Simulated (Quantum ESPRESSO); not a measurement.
Worked example: self-consistent single point of F2 (P1, 4 atoms in the cell) in Quantum ESPRESSO.

Level of theory: PBEsol, GBRV 1.5 ultrasoft (PBESOL) pseudopotentials (plane waves; Quantum ESPRESSO).

```yaml
crystal:
  lattice:
    - [2.56910, -1.59194, 0.00000]
    - [2.56910, 1.59194, 0.00000]
    - [-0.56492, 0.00000, 6.63070]
  atoms:
    - { symbol: F, position: [0.59666, 0.91616, 0.60550] }
    - { symbol: F, position: [0.40417, 0.08467, 0.40204] }
    - { symbol: F, position: [0.08467, 0.40417, 0.90204] }
    - { symbol: F, position: [0.91533, 0.59583, 0.09796] }
```

Reference input (self-consistent single point, DFT, PBEsol, plane waves, GBRV 1.5 ultrasoft (PBESOL) pseudopotentials): ecutwfc = 40 Ry; ecutrho = 200 Ry; occupations = smearing; smearing = fd; degauss = 0.000734986 Ry; potentials = {F: f_pbesol_v1.4.uspp.F.UPF}; K_POINTS = automatic 5 5 2 0 0 0; conv_thr = 1e-08 Ry; mixing_beta = 0.4. This run's input differs from it in these lines:

```diff
@@ -18,3 +18,3 @@
 &electrons
- conv_thr = 1.0d-8
+ conv_thr = 7.3e-06
  mixing_beta = 0.4
```

Output, abridged:

```
     Self-consistent Calculation

     iteration #  1     ecut=    40.00 Ry     beta= 0.40

     Threshold (ethr) on eigenvalues was too large:
     Diagonalizing with lowered threshold

     total energy              =    -193.43905292 Ry
     estimated scf accuracy    <       0.25684374 Ry

     iteration #  2     ecut=    40.00 Ry     beta= 0.40

     total energy              =    -193.41040029 Ry
     estimated scf accuracy    <       0.07148995 Ry

     iteration #  3     ecut=    40.00 Ry     beta= 0.40

     total energy              =    -193.41379154 Ry
     estimated scf accuracy    <       0.00187626 Ry

     iteration #  4     ecut=    40.00 Ry     beta= 0.40

     total energy              =    -193.41390272 Ry
     estimated scf accuracy    <       0.00039216 Ry

     iteration #  5     ecut=    40.00 Ry     beta= 0.40

     total energy              =    -193.41397319 Ry
     estimated scf accuracy    <       0.00002582 Ry

     iteration #  6     ecut=    40.00 Ry     beta= 0.40
     End of self-consistent calculation

     the Fermi energy is    -1.8692 ev

!    total energy              =    -193.41397738 Ry
     estimated scf accuracy    <       0.00000289 Ry
     smearing contrib. (-TS)   =       0.00000000 Ry
     internal energy E=F+TS    =    -193.41397738 Ry

     convergence has been achieved in   6 iterations

     Forces acting on atoms (cartesian axes, Ry/au):

     atom    1 type  1   force =     0.00205145    0.02418064   -0.05840383
     atom    2 type  1   force =    -0.00208356   -0.02425457    0.05768997
     atom    3 type  1   force =    -0.00034045    0.00679441    0.01286852
     atom    4 type  1   force =     0.00037256   -0.00672047   -0.01215466

     Total force =     0.091245     Total SCF correction =     0.002521

          total   stress  (Ry/bohr**3)                   (kbar)     P=      -26.17
   0.00003681  -0.00000615   0.00002696            5.41       -0.91        3.97
  -0.00000615  -0.00006617   0.00013913           -0.91       -9.73       20.47
   0.00002696   0.00013913  -0.00050436            3.97       20.47      -74.19

   JOB DONE.
```

The run converged in 6 iterations. Against the reference run the free energy is nearly the same (within 1 meV/atom), the pressure hardly changes (-2.54 to -2.62 GPa), the largest force goes from 1.607 to 1.626 eV/Å and the gap on the mesh hardly changes (2.235 to 2.233 eV).

The starting cell comes from a database of computed structures (which also holds hypothetical and non-ambient phases and stackings), without a prior relaxation at this level. Its lattice was rescaled by up to half a per cent. One atom was moved a little off its site on purpose. Forces in this geometry exceed 1 eV/Å.
